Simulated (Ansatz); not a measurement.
Al on the (0001) surface of wurtzite GaN (2x2 with 3 H on 4 top atoms; a constructed slab, bottom: 3 H on 4 bottom sites), one in a cell of 36 Å², energies for each. Energies are against an atom of fcc Al, without zero-point or thermal terms; each row is named by its start (#2, #3: further inequivalent places of a kind).

Host crystal: wurtzite GaN, with a band gap (PBE, scalar-relativistic without spin-orbit coupling).

All values below come from PBE (plane waves to 420 eV, PAW; Ansatz, a quantum-chemistry and plane-wave program).

Slab: 47 atoms, 13.8 Å thick at the start with caps and adatoms under the adsorbate (thin: gaps and levels are the slab's own); k 4x4x1, smearing 0.01 eV, dipole-corrected; 23 atoms held, the rest relaxed; each run with such symmetry as its start has; spin-polarised, no spin-orbit, no U, no dispersion correction.

A negative adsorption energy means that the adsorbate is more stable on the surface than in its reference. Starts that drift may end in the same place. Heights count from the host atoms within 0.3 Å of the top one.

```csv
starting site,E_ads (eV),height (Å),nearest host atom (Å),bonded to,change of the vacuum step (eV),lateral drift (Å),moment (μB)
top H,1.62,1.20,H 1.94,3 H,-0.79,1.9,1.0
top H #2,1.01,0.59,H 1.86,Ga,-0.91,2.1,1.0
hollow H-H-H,1.62,1.20,H 1.94,3 H,-0.81,0.0,1.0
hollow beside H,1.01,0.59,H 1.86,Ga,-0.91,0.8,1.0
bridge H-H (span 3.2 Å),1.01,0.59,H 1.86,Ga,-0.91,1.4,1.0
```
